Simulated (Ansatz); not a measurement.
Take GaCuSe2 in the chalcopyrite structure (space group I-42d, No. 122; a = 5.508 Å, c = 10.962 Å) as the base. Axes: x, y, z lie along a, b, c of the conventional cell.

All numbers come from LDA, PAW, 420 eV (Ansatz, a program for electronic structure; scalar-relativistic without spin-orbit coupling).

For the base:

The band gap is 0.17 eV and the pressure is 0.00 GPa.

Perturbation: biaxial strain −3.00 %, plane normal [001], relaxed out of plane (Cartesian); in-plane vectors clamped, the third vector and the atoms free.

### Question
Predict the new band gap, out-of-plane strain and pressure.

### Answer
The band gap grows by 0.05 eV, from 0.17 eV to 0.22 eV; the out-of-plane strain is +3.62 %; the pressure (mean of the normal stresses, compression positive) goes from zero to 2.01 GPa.

No phonon test of stability was made. The final runs are not spin-polarised. A zero or small gap of GaCuSe2 can be the functional's error rather than a property of the material.
